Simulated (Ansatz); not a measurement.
We consider ScHfTaN3 (model structure, P3m1, No. 156, 6 atoms in the cell), described by r²SCAN in Ansatz (PAW).

Settings: plane-wave cutoff 560 eV, 18×18×8 k mesh (along the axes of the cell as run), Fermi–Dirac smearing 0.05 eV, scalar-relativistic PAW data made under PBE.

Cell (relaxed at this level):

HfScTaN$_{3}$ has the trigonal space group P3m1 (No. 156), Pearson symbol hP6. Lattice parameters: a = b = 3.1612 Å, c = 7.7090 Å, α = β = 90.00°, γ = 120.00°. Hf on 1a sees 6 N at 2.227–2.238 Å (octahedral). Sc on 1b is surrounded by 6 N at 2.232–2.270 Å (octahedral). Ta on 1c sees 6 N at 2.212–2.214 Å (octahedral). N1 on 1c is coordinated by 3 Hf at 2.238 Å and 3 Sc at 2.270 Å (octahedral). N2 on 1a has 3 Ta at 2.214 Å and 3 Sc at 2.232 Å (octahedral). N3 on 1b is surrounded by 3 Ta at 2.212 Å and 3 Hf at 2.227 Å (octahedral). (Neighbours: up to the widest gap in distance over summed covalent radii, below 1.35, at either atom; cation-cation and far metal-metal contacts left out.)

Question: What does this level give for the bulk modulus B0?

Answer: 
- bulk modulus B0: 276 GPa

The run finds no gap.

Note: the bulk modulus is −V dP/dV from two relaxed cells at ±2 % in volume; the relaxation could raise the start's symmetry but not lower it, so the cell can be a saddle point.

Spin–orbit coupling is not included; it can open a gap where bands touch, and shift volumes and moduli.

Static lattice: no zero-point or thermal effects.

A model structure was made by putting elements into a prototype or built by hand; it is no filed structure, need not be a known phase, and can be a saddle point held by its symmetry.

Ansatz is a program for electronic structure.
